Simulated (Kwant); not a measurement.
System: quantum point contact (saddle potential) in a Si two-dimensional gas. Effective mass 0.19 mₑ, grid spacing 10 nm, hard walls, nominal width 200 nm (19 grid rows, so walls 200 nm apart), one parabolic valley, scattering region 600 nm long along x; energies count from the band bottom; Fermi energy 0.000323 eV. Potential (V0 + ½k y²) cos²(πx/L) for |x| < L/2, with V0 swept from 0.00033915 to 0 eV, k = 3e-07 eV/nm², L = 450 nm. Perpendicular field 0.15 T, also in the leads; orbital effect alone.

The device is made up for the run: typed textbook-type constants, with dimensions and the other settings drawn at random.

Computed with Kwant: effective-mass tight-binding model on a square grid, one spin, coherent transport at 0 K. Conductance is in e²/h.

Sweep values stay those of the base run.

The length of the gated region was swept, all else fixed.

| length of the gated region (nm) | mean G (e²/h) over the sweep | G (e²/h) at V0 = 0.2556 meV | G (e²/h) at V0 = 0.08847 meV | G (e²/h) at V0 = 0.1720 meV |
|---|---|---|---|---|
| 110 | 0.55 | 0.27 | 0.81 | 0.51 |
| 220 | 0.45 | 0.045 | 0.92 | 0.32 |
| 320 | 0.44 | 0.011 | 0.96 | 0.25 |
| 450 | 0.43 | 0.0017 | 0.99 | 0.15 |
| 580 | 0.43 | 0.00024 | 1.00 | 0.093 |

From the first row to the last the mean G over the sweep goes from 0.55 to 0.43. From the first row to the last the G at V0 = 0.2556 meV goes from 0.27 to 0.00024.
